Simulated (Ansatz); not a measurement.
```
CELL_PARAMETERS angstrom
     24.50000     0.00000     0.00000
      0.00000    14.50000     0.00000
      0.00000     0.00000     5.71827
ATOMIC_POSITIONS crystal
  Se 0.22497 0.38515 0.65999
  W  0.24946 0.50000 0.36367
  Se 0.22497 0.61485 0.65999
  Se 0.29702 0.37199 0.15198
  W  0.29199 0.50000 0.85593
  Se 0.29702 0.62801 0.15198
  Se 0.36268 0.38938 0.66661
  W  0.36277 0.50000 0.31884
  Se 0.36268 0.61062 0.66661
  Se 0.43231 0.38333 0.16736
  W  0.43332 0.50000 0.83646
  Se 0.43231 0.61667 0.16736
  Se 0.50000 0.38329 0.66644
  W  0.50000 0.50000 0.33358
  Se 0.50000 0.61671 0.66644
  Se 0.56769 0.38333 0.16736
  W  0.56668 0.50000 0.83646
  Se 0.56769 0.61667 0.16736
  Se 0.63732 0.38938 0.66661
  W  0.63723 0.50000 0.31884
  Se 0.63732 0.61062 0.66661
  Se 0.70298 0.37199 0.15198
  W  0.70801 0.50000 0.85593
  Se 0.70298 0.62801 0.15198
  Se 0.77503 0.38515 0.65999
  W  0.75054 0.50000 0.36367
  Se 0.77503 0.61485 0.65999
```

The numbers are results of PBE (plane waves to 420 eV, PAW; Ansatz, a program for electronic structure), not measurements. Mesh 1×1×6. No spin polarisation, so a magnetic state wasn't tested. It repeats along c; a and b span vacuum. A hypothetical model, cut from the flat sheet. Only distortions within the start's symmetry and period were free. Values not marked SOC lack spin–orbit coupling.

### Question
Tabulate the two highest filled and two lowest empty levels along the axis, from the valence top.

### Answer
```
k (2π/c)  v2 (eV)  v1 (eV)  c1 (eV)  c2 (eV)
--------  -------  -------  -------  -------
0.000       -0.23     0.00     0.44     0.52
0.042       -0.23     0.00     0.45     0.52
0.083       -0.22    -0.01     0.49     0.55
0.125       -0.21    -0.01     0.55     0.60
0.167       -0.18    -0.03     0.62     0.66
0.208       -0.16    -0.04     0.71     0.73
0.250       -0.14    -0.05     0.74     0.75
0.292       -0.12    -0.06     0.71     0.72
0.333       -0.10    -0.06     0.68     0.70
0.375       -0.09    -0.08     0.66     0.67
0.417       -0.09    -0.08     0.64     0.66
0.458       -0.08    -0.07     0.62     0.64
0.500       -0.08    -0.07     0.62     0.64
```
